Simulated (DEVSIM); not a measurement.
Structure: abrupt Si p-n junction, at 250 K.

```
layer (left to right)  material  thickness (μm)  Nd (cm⁻³)  Na (cm⁻³)  τn (s)  τp (s)
---------------------  --------  --------------  ---------  ---------  ------  ------
1                            Si            4.10          -     3.8e17  3.1e-6  3.1e-6
2                            Si           0.510     1.4e16          -  3.1e-6  3.1e-6
```

Left contact: ohmic. Right contact: ohmic. Voltage is applied to the left contact. Recombination: SRH at mid-gap, Auger. Gap narrowing is on: ΔEg = 6.92 meV × (l + √(l² + 0.5)), l = ln(N/1.3e17 cm⁻³), shared equally by both band edges. Mobility is constant in doping. Where it depends on doping, it is μmin + (μ − μmin)/(1 + (N/Nref)^α).

This is a model device: material constants are rounded textbook-type values typed into the input, and sizes, dopings and lifetimes were drawn at random. Values at 300 K; Nc and Nv go as T^1.5, mobilities as T to minus their exponent, the gap by Varshni's rule with the affinity fixed. The table also holds parameters that only a changed run uses.

```tsv
parameter	Si
gap (eV)	1.124
affinity (eV)	4.05
permittivity	11.7
Nc (cm⁻³)	2.86e19
Nv (cm⁻³)	3.1e19
μn (cm²/Vs)	1417
μp (cm²/Vs)	470
μn,min	52
μp,min	45
Nref,n	9.7e16
Nref,p	2.2e17
αn	0.68
αp	0.72
T exponent of μn	2.3
T exponent of μp	2.2
Cn (cm⁶/s)	2.8e-31
Cp (cm⁶/s)	9.9e-32
Varshni α (eV/K)	0.000473
Varshni β (K)	636
```

Model (solved in DEVSIM): 1D drift-diffusion, Boltzmann statistics, complete ionisation; no tunnelling, impact ionisation, image-force lowering or self-heating.

Base results: largest field in the device at zero bias (V/cm) 61000; potential step across the device at zero bias (V) 0.880; dark forward voltage at 100 A/cm² (V) 0.776; dark forward voltage at 1 A/cm² (V) 0.671.

What follows from this one change: doping Nd of layer 2 1.4e+16 → 4.2e+17 cm^-3?

largest field in the device at zero bias 61000 → 240000 V/cm; potential step across the device at zero bias 0.880 → 0.945 V; dark forward voltage at 100 A/cm² 0.776 → 0.826 V; dark forward voltage at 1 A/cm² 0.671 → 0.726 V.

What follows from this one change: doping-dependent mobility in place of the constant one?

largest field in the device at zero bias little changed (61000 V/cm); potential step across the device at zero bias little changed (0.880 V); dark forward voltage at 100 A/cm² 0.776 → 0.781 V; dark forward voltage at 1 A/cm² little changed (0.674 V).
